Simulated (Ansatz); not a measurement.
Density of states of TiRh (Pm-3m) near the Fermi level, PBEsol, rigid bands run with Ansatz (a quantum-chemistry and plane-wave program).

```
E − E_F (eV) | states/eV/cell
    -1.95 | ####### 1.31
    -1.85 | ####### 1.17
    -1.75 | ###### 1.05
    -1.65 | ###### 1.00
    -1.55 | ##### 0.95
    -1.45 | ##### 0.89
    -1.35 | #### 0.70
    -1.25 | ### 0.60
    -1.15 | ### 0.56
    -1.05 | ### 0.52
    -0.95 | ### 0.50
    -0.85 | ### 0.48
    -0.75 | ### 0.61
    -0.65 | #### 0.69
    -0.55 | #### 0.78
    -0.45 | ##### 0.90
    -0.35 | ###### 1.08
    -0.25 | ######### 1.62
    -0.15 | ############# 2.41
    -0.05 | ############### 2.63
     0.05 | ################ 2.96
     0.15 | ################### 3.42
     0.25 | ####################### 4.09
     0.35 | ####################### 4.15
     0.45 | ######################### 4.48
     0.55 | ###################### 3.97
     0.65 | #################### 3.57
     0.75 | ####################### 4.10
     0.85 | ######################### 4.53
     0.95 | ############################## 5.40
     1.05 | ####################### 4.21
     1.15 | ################## 3.27
     1.25 | ############# 2.31
     1.35 | ########## 1.81
     1.45 | ######## 1.45
     1.55 | ######## 1.37
     1.65 | ######## 1.47
     1.75 | ######### 1.58
     1.85 | ########## 1.75
     1.95 | ############ 2.10
```

Question: With 2 atoms a cell, what bare Sommerfeld coefficient γ = (π²/3) k_B² N(E_F) follows?

Answer: N(E_F) ≈ 2.8 states/eV a cell at 300 K, so γ ≈ 3.3 mJ/(mol of atoms·K²), before many-body enhancement (phonons, spin fluctuations, correlation).

Question: How far does the Fermi level move in a rigid band for 0.1 electron a cell added or removed?

Answer: 35 meV and -37 meV.

A metal at this level (no band gap); rigid bands, thermally averaged at 300 K, both spins. Spin-orbit coupling is left out. Geometry: cell and atoms relaxed with PBEsol.

Computed structure with no diffraction record at hand here (it may be known, metastable or hypothetical): TiRh (Pm-3m).
